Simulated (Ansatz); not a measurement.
SnTe: response to strain

Consider SnTe in the rock salt structure (space group Fm-3m, No. 225; a = 6.370 Å). Axes: x, y, z lie along the cube axes.

Strains are applied to the cell and any free atomic positions relax; under biaxial strain the out-of-plane vector relaxes too.

Calculations: r2SCAN, PAW, 500 eV (Ansatz, an electronic-structure program; spin-orbit coupling left out).

Notes on the quantities. pressure: mean of the normal stresses, compression positive; energy relative to the base: free energy F.

```tsv
case	pressure	energy relative to the base	volume per atom
base	0.0 GPa	0 meV/atom	32.31 Å³
biaxial strain −2.20 %, plane normal [001], relaxed out of plane	2.2 GPa	+14 meV/atom	?
biaxial strain +0.51 %, plane normal [001], relaxed out of plane	-0.42 GPa	+0.7 meV/atom	32.64 Å³
biaxial strain +0.92 %, plane normal [111], relaxed out of plane	-0.4 GPa	+1.2 meV/atom	32.62 Å³
isotropic strain +0.17 %	-0.22 GPa	+0.1 meV/atom	32.48 Å³
isotropic strain +1.05 %	-1.29 GPa	+4.3 meV/atom	33.34 Å³
isotropic strain +5.85 %	-5.18 GPa	+113 meV/atom	38.32 Å³
uniaxial strain ε_yy = −2.98 %	?	+13 meV/atom	31.35 Å³
uniaxial strain ε_yy = +3.70 %	-1.32 GPa	+15 meV/atom	33.51 Å³
uniaxial strain ε_zz = +0.88 %	-0.37 GPa	+1.0 meV/atom	32.60 Å³
```

### Question
Fill in the withheld entries from the trend.

### Answer

- biaxial strain −2.20 %, plane normal [001], relaxed out of plane, volume per atom: 30.94 Å³
- uniaxial strain ε_yy = −2.98 %, pressure: 1.6 GPa

Whether these cells are dynamically stable was not tested. All final runs are without spin polarisation.
